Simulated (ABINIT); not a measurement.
Worked example: self-consistent single point of Sr₂Mg (I4mm, 3 atoms in the cell) in ABINIT.

Method: PBEsol, norm-conserving pseudopotentials (PseudoDojo nc-sr-04 PBEsol standard) (plane waves; ABINIT 10.0.3).

```yaml
crystal:
  lattice:
    - [-2.12880, 2.12880, 7.28373]
    - [2.12880, -2.12880, 7.28373]
    - [2.12880, 2.12880, -7.28373]
  atoms:
    - { symbol: Sr, position: [0.36146, 0.36146, 0.00000] }
    - { symbol: Sr, position: [0.64197, 0.64197, 0.00000] }
    - { symbol: Mg, position: [0.00000, 0.00000, 0.00000] }
```

Reference input (self-consistent single point, DFT, PBEsol, plane waves, norm-conserving pseudopotentials (PseudoDojo nc-sr-04 PBEsol standard)): pseudos = [Sr.upf, Mg.upf]; ecut = 42 Ha; ixc = -116133; occopt = 7; tsmear = 0.00367493 Ha; ngkpt = 5 5 5; nshiftk = 1; shiftk = 0 0 0; potentials = PseudoDojo nc-sr-04 PBEsol standard; nband = 21; kptopt = 1; nstep = 80. This run's input differs from it in these lines:

```diff
@@ -19,3 +19,3 @@
 occopt 7
-tsmear 0.00367493
+tsmear 0.01102480
 nband 21
```

Log, with long lists cut:

```
--- !BeginCycle
solver: {iscf: 7, nstep: 80, nline: 4, wfoptalg: 0, }
tolerances: {tolvrs: 1.00E-12, }
...

     iter   Etot(hartree)      deltaE(h)  residm     vres2
 ETOT  1  -127.65566326604    -1.277E+02 1.531E-01 3.190E+02
 ETOT  2  -127.71093399584    -5.527E-02 3.232E-03 1.424E+01
 ETOT  3  -127.71140517673    -4.712E-04 5.422E-04 1.683E+00
 ETOT  4  -127.71143431859    -2.914E-05 3.908E-04 7.226E-02
 ETOT  5  -127.71143547953    -1.161E-06 1.830E-04 3.750E-03
   [... 3 lines left out ...]
 ETOT  9  -127.71143554951    -1.064E-11 2.918E-05 1.185E-08
 ETOT 10  -127.71143554951     4.903E-12 2.762E-05 2.256E-10
 ETOT 11  -127.71143554952    -6.736E-12 2.705E-05 1.193E-11
 ETOT 12  -127.71143554952    -1.052E-12 2.490E-05 3.014E-13
 At SCF step   12       vres2   =  3.01E-13 < tolvrs=  1.00E-12 =>converged.

 Cartesian components of stress tensor (hartree/bohr^3)
  sigma(1 1)=  3.92662295E-05  sigma(3 2)=  0.00000000E+00
  sigma(2 2)=  3.92662295E-05  sigma(3 1)=  0.00000000E+00
  sigma(3 3)=  2.35538194E-05  sigma(2 1)=  0.00000000E+00

 ----iterations are completed or convergence reached----

 reduced coordinates (array xred) for    3 atoms
       0.361462000000      0.361462000000      0.000000000000
       0.641970000000      0.641970000000      0.000000000000
       0.000000000000      0.000000000000      0.000000000000
 cartesian forces (eV/Angstrom) at end:
    1      0.00000000000000     0.00000000000000    -0.09427192637760
    2     -0.00000000000000    -0.00000000000000     0.05725941679454
   [... lines left out ...]
 Fermi (or HOMO) energy (eV) =   3.98043   Average Vxc (eV)=  -7.82154
   [... lines left out ...]
total_energy        : -1.27711435549517E+02
total_energy_eV     : -3.47520489604957E+03
band_energy         : -2.43346260431791E+01
...

-Cartesian components of stress tensor (GPa)         [Pressure= -1.0012E+00 GPa]
- sigma(1 1)=  1.15525216E+00  sigma(3 2)=  0.00000000E+00
- sigma(2 2)=  1.15525216E+00  sigma(3 1)=  0.00000000E+00
- sigma(3 3)=  6.92977174E-01  sigma(2 1)=  0.00000000E+00

 Calculation completed.
```

The run converged in 12 iterations. Against the reference run the free energy goes down by 18.1 meV/atom, the pressure moves little (-1.05 to -1.00 GPa) and the largest force goes from 0.089 to 0.094 eV/Å.

The starting cell comes from a database of computed structures (which also holds hypothetical and non-ambient phases and stackings), without a prior relaxation at this level. Its lattice was rescaled by up to half a per cent. One atom was moved a little off its site on purpose.

Cost on one core of a shared machine: roughly 6 min.
